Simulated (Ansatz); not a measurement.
Start from BN in the zinc blende structure (space group F-43m, No. 216; a = 3.6247 Å).

All numbers come from PBE (Ansatz, a program for electronic structure; PAW; 420 eV plane waves; no spin-orbit coupling).

Before the change:

```
Item                                   Result
----------------------------  ---------------
Gap between the host's bands          4.46 eV
Gap character                 indirect, Γ → X
```

The change: hole doping at 7.0×10^20 cm⁻³ (0.00833 per cell), with a uniform compensating background at fixed cell and a 300 K Fermi–Dirac width.

Q: What does the calculation give for the gap between the host's bands after the change?

A: The gap between the host's bands increases by 0.015 eV (4.46 eV → 4.48 eV).

Q: Estimate the effect on the Fermi level from band edge.

A: The Fermi level relative to the doped band's edge (positive inside the band; to 0.05 eV) comes out as +0.10 eV.

Q: Predict the new gap character.

A: The gap character remains indirect, Γ → X.

Carriers are added with a uniform compensating background; total energy and stress of such cells depend on the potential's zero and are not compared; many-body gap narrowing is missing at this level. Whether these cells are dynamically stable was not tested.
